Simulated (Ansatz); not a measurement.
Results of PBEsol (PAW; Ansatz, a quantum-chemistry and plane-wave program) for TaAl (model structure, Fm-3m, No. 225, 2 atoms in the cell).

Run with plane-wave cutoff 520 eV, 18×18×18 k mesh, Fermi–Dirac smearing 0.05 eV, scalar-relativistic PAW data made under PBE.

Cell (relaxed at this level):

Space group Fm-3m (No. 225); a = 5.231 Å, b = 5.231 Å, c = 5.231 Å, α = 90.00°, β = 90.00°, γ = 90.00°

| atom | site | symmetry | x | y | z |
|---|---|---|---|---|---|
| Ta | 4a | m-3m | 0.0000 | 0.0000 | 0.0000 |
| Al | 4b | m-3m | 0.5000 | 0.5000 | 0.5000 |
(The calculation used a cell of 2 atoms; values per cell refer to that cell.)

**Question.** Estimate the bulk modulus B0 that the calculation returns.

**Answer.** 
bulk modulus B0: 130 GPa

The run finds no gap.

Note: the bulk modulus is −V dP/dV from two relaxed cells at ±2 % in volume; the relaxation could raise the start's symmetry but not lower it, so the cell can be a saddle point.

Spin–orbit coupling is not included.

The computed numbers hold no vibrational or temperature effects.

A model structure was made by putting elements into a prototype or built by hand; it is no filed structure, need not be a known phase, and can be a saddle point held by its symmetry.
